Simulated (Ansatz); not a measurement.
Output of an Ansatz run (abridged):

```
WARN ansatz: RAYON_NUM_THREADS=1 ignored (pool sized by the plan → 1); use --threads N
Pseudopotentials: kind: paw
Pseudopotential: H, paw, valence charge 1
Pseudopotential: Br, paw, valence charge 7
Pseudopotential: N, paw, valence charge 5
Crystal: 6 atoms, lattice volume = 64.583 Å³
Basis set: ecut = 420 eV, 1237 PW (Γ)
Bands: 14, of which v1, the nominal top of the filled ones, is band 8 counted from 1 (7 counted from 0)
Symmetry: 6 space group operations
Space group: R3m (ITA 160), of the structure as read, at distance tolerance 4.0e-5 Å
k-points: 32 of 216 (time reversal used)
PAW frozen core: Br, regenerated for the run's functional, and the local potential with it
PAW frozen core: N, regenerated for the run's functional, and the local potential with it
Initial density: superposition of atomic densities (neutral atoms: chi_scale 0, normalization atom), corrected by the library's trained network
Initial wavefunctions: pseudopotential atomic-orbital guess
Eigensolver: davidson
Functional: x = slater, c = lda
SCF iter   1: F=—  HF=-3133.533554 eV  |F-HF|=—  |Δ(HF+E_count)|=         —  Δρ=7.73e-3  dr2=1.87e-2  ethr=1.77e-3  ⟨swp⟩=5.4  Hψ=2135  notcnv=0  defer=118
all-band conjugate gradients solve this SCF's bands
preconditioner: auto → none
SCF iter   2: F=—  HF=-3133.529469 eV  |F-HF|=—  |Δ(HF+E_count)|=   4.08e-3  Δρ=3.07e-3  dr2=3.51e-3  ethr=1.17e-4  ⟨swp⟩=2.3  Hψ=867  notcnv=0  defer=122
SCF iter   3: F=—  HF=-3133.528817 eV  |F-HF|=—  |Δ(HF+E_count)|=   6.53e-4  Δρ=1.57e-3  dr2=1.36e-3  ethr=2.19e-5  ⟨swp⟩=2.0  Hψ=697  notcnv=0  defer=124
SCF iter   4: F=—  HF=-3133.528401 eV  |F-HF|=—  |Δ(HF+E_count)|=   4.15e-4  Δρ=1.28e-4  dr2=4.32e-6  ethr=8.48e-6  ⟨swp⟩=2.0  Hψ=701  notcnv=0  defer=124
SCF iter   5: F=—  HF=-3133.528402 eV  |F-HF|=—  |Δ(HF+E_count)|=   7.14e-7  Δρ=4.16e-5  dr2=8.31e-7  ethr=2.70e-8  ⟨swp⟩=2.7  Hψ=713  notcnv=0  defer=61
SCF iter   6: F=-3133.528402 eV  HF=-3133.528402 eV  |F-HF|=5.01e-8  |Δ(HF+E_count)|=   2.43e-7  Δρ=1.38e-5  dr2=6.96e-8  ethr=6.25e-10  ⟨swp⟩=9.4  Hψ=2980  notcnv=0
SCF 1 converged in 6 iterations: F = -3133.528402 eV  dr2 = 6.96e-8
SCF converged after 6 iterations
Free energy (F): -3133.528402 eV
Harris-Foulkes:  -3133.528402 eV  (|F-HF|=5.01e-8)
Internal energy: -3133.528402 eV  (E = F + TS)
E sigma→0 (E₀):  -3133.528402 eV
Fermi energy:    0.837331 eV
--- Per-component energies (eV) ---
  E_band       = -98.579798
  E_kinetic    = 320.334804
  E_local      = -647.383643  (includes V_loc(G=0)·N_el)
  E_nonlocal   = 126.176554
  E_hartree    = 181.779458
  E_xc         = -354.504957
  E_vxc        = -225.014605  (∫ρ·V_xc dr)
  E_paw        = -2282.102671  (= ΣΔE_a)
  E_vpaw       = -36.250641  (= ΣTr[D̂ρ^β])
  E_aug_tail   = -0.004612  (compensation charges beyond the density's cutoff)
  E_ewald      = -478.109891
  E_core_change = 0.286555  (= ΣΔE_core)
  E_smearing   = -0.000000  (= −TS)
  E_closure    = -0.000000  (closes the sum)
  Σ components = -3133.528402   (vs F -3133.528402, Δ=0.00e0)
--- Forces (eV/Å), atoms counted from 1 ---
  atom   1  H      0.29757204     0.29757204    -0.26116378
  atom   2  H      0.29757204    -0.26116378     0.29757204
  atom   3  H     -1.48591726    -1.48591726    -1.48591726
  atom   4  H     -0.26116378     0.29757204     0.29757204
  atom   5  Br    -0.02520443    -0.02520443    -0.02520443
  atom   6  N      1.17710044     1.17710044     1.17710044
  max |Σ_I F_I| component: 4.09e-5 eV/Å
--- Stress (GPa, compression-positive) ---
        1.184754       1.861578       1.861578
        1.861578       1.184754       1.861578
        1.861578       1.861578       1.184754
  P = ⅓ Tr σ = 1.1848 GPa (11.848 kbar)
  The stress holds the Pulay correction. Without it, at fixed plane waves, as pw.x and ABINIT print it: P = 0.7996 GPa
--- Band table (eV; the first three rows and the last of 32) ---
  k-point 0: bands = ["-17.3346", "-11.8893", "-6.8653", "-6.6072", "-6.6072", "0.7419", "0.7419", "0.7537", "4.7320", "7.4712", "7.4712", "10.4140", "10.4140", "10.8528"]
  k-point 1: bands = ["-17.3133", "-11.9007", "-6.8641", "-6.6164", "-6.5865", "0.1613", "0.7090", "0.7218", "5.3982", "7.7244", "8.0936", "10.2871", "10.4013", "10.8143"]
  k-point 2: bands = ["-17.2696", "-11.9266", "-6.8639", "-6.6144", "-6.5431", "-0.7084", "0.6406", "0.6633", "6.6437", "8.4820", "9.0027", "10.1472", "10.3550", "11.1252"]
  k-point 31: bands = ["-17.1424", "-11.5830", "-7.0875", "-6.8440", "-6.8440", "-0.6478", "-0.6478", "-0.6115", "8.4086", "8.4086", "8.4272", "10.7730", "10.7730", "10.7990"]
```

The structure:

```
CELL_PARAMETERS angstrom
      4.01210     0.00000     0.00000
      0.00000     4.01210     0.00000
      0.00000     0.00000     4.01210
ATOMIC_POSITIONS crystal
  H  0.14921 0.14921 0.85079
  H  0.14921 0.85079 0.14921
  H  0.85798 0.85798 0.85798
  H  0.85079 0.14921 0.14921
  Br 0.50000 0.50000 0.50000
  N  0.00000 0.00000 0.00000
```

**Question.** Write an input that gives this output.

**Answer.** Other spellings and defaults could give the same log, and not every line can be read from it. The input that was run (DFT, LDA (PW92), plane waves, default PAW files made with PBE):

Ansatz 0.2 input:
```yaml
# H4BrN
crystal:
  lattice:
    - [4.01210000, 0.00000000, 0.00000000]
    - [0.00000000, 4.01210000, 0.00000000]
    - [0.00000000, 0.00000000, 4.01210000]
  atoms:
    - { symbol: H, position: [0.14921000, 0.14921000, 0.85079000] }
    - { symbol: H, position: [0.14921000, 0.85079000, 0.14921000] }
    - { symbol: H, position: [0.85798500, 0.85798500, 0.85798500] }
    - { symbol: H, position: [0.85079000, 0.14921000, 0.14921000] }
    - { symbol: Br, position: [0.50000000, 0.50000000, 0.50000000] }
    - { symbol: N, position: [0.00000000, 0.00000000, 0.00000000] }
basis:
  ecutwfc: 420.0 eV
kpoints:
  mp_grid:
    grid: [6, 6, 6]
hamiltonian:
  xc: lda
  pseudopotentials:
    kind: paw
scf:
  occupations:
    method: fixed
output:
  forces: true
  eigenvalues: true
  stress: true
```

The starting cell comes from a database of computed structures (which also holds hypothetical and non-ambient phases and stackings), without a prior relaxation at this level. Its lattice was rescaled by up to half a per cent. One atom was moved a little off its site on purpose. Forces in this geometry exceed 1 eV/Å. Ansatz's pressure includes its estimate of the finite-basis (Pulay) stress.

Ansatz is an electronic-structure program.
